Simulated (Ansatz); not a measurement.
System: CsCl-type NiAl. Method: PBE in Ansatz (PAW).

Run with plane-wave cutoff 520 eV, 20×20×20 k mesh, Fermi–Dirac smearing 0.05 eV, no spin polarisation, scalar-relativistic PAW data made under PBE.

Energies at three volumes about the minimum:

```
V (Å³/atom)  E − E_lowest (meV/atom)
-----------  -----------------------
11.865                          2.50
12.108                          0.00
12.350                          2.32
```

**Question.** Fit a parabola by hand: where is the minimum, what lattice constant follows, and what is the bulk modulus?

**Answer.** Slopes: (0.00 − 2.50)/(12.108 − 11.865) = -10.288 and (2.32 − 0.00)/(12.350 − 12.108) = 9.587 meV/Å³. Curvature E″ = 2 × (9.587 − (-10.288))/(12.350 − 11.865) = 81.959 meV/Å⁶. From the middle of the first interval, the slope vanishes at V0 = 11.9865 − (-10.288)/81.959 = 12.112 Å³/atom. B = V0 E″ = 12.112 × 81.959 meV/Å³ × 0.1602 GPa per meV/Å³ = 159 GPa. With 2 atoms in the cube, a = (2 × 12.112)^(1/3) = 2.893 Å. The full Birch–Murnaghan fit to all volumes gives V0 = 12.108 Å³/atom and B0 = 159 GPa.

Measured, for comparison: bulk modulus 156 GPa (room temperature, no zero-point or thermal correction; as tabulated in Yamada et al. (2019), arXiv:1910.09660); lattice constant a 2.882 Å (extrapolated to 0 K, zero-point anharmonic expansion removed (Haas, Tran, Blaha 2009); as tabulated in Levämäki et al. (2014), arXiv:1402.3671). Computed less measured: bulk modulus +1.9 %. A static lattice is as a rule a little smaller and stiffer than an uncorrected measurement, which can account for part of this in the bulk modulus.

Ansatz is a program for electronic structure.
